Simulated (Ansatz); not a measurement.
Given:

```
Rh3ZrB
1.0
    4.08914     0.00000     0.00000
    0.00000     4.08914     0.00000
    0.00000     0.00000     4.08914
Zr B Rh
1 1 3
Direct
  0.00000   0.00000   0.00000
  0.50000   0.50000   0.50000
  0.00000   0.50000   0.50000
  0.50000   0.00000   0.50000
  0.50000   0.50000   0.00000
```

Computed with PBEsol, DFPT electron-phonon coupling, linearised Boltzmann equation (plane waves, PAW, scalar-relativistic; Ansatz, a quantum-chemistry and plane-wave program). Geometry: relaxed with this functional, without spin-orbit coupling.

Question: What phonon-limited resistivity does this give at 800 K?

Answer: 63 μΩ·cm.

A metal at this level (no band gap). Only scattering by harmonic phonons is included (no impurities, grain boundaries, electron-electron scattering or thermal expansion). Spin-orbit coupling is left out. Few carriers conduct, so the values hang on small band overlaps. Halving the electron mesh (20x20x20) moves the resistivity by up to 11 % at 800 K. Smearing 0.20 eV; phonons on a 4x4x4 q mesh, which this run doesn't test.

Computed structure with no diffraction record at hand here (it may be known, metastable or hypothetical): ZrRh3B (Pm-3m).
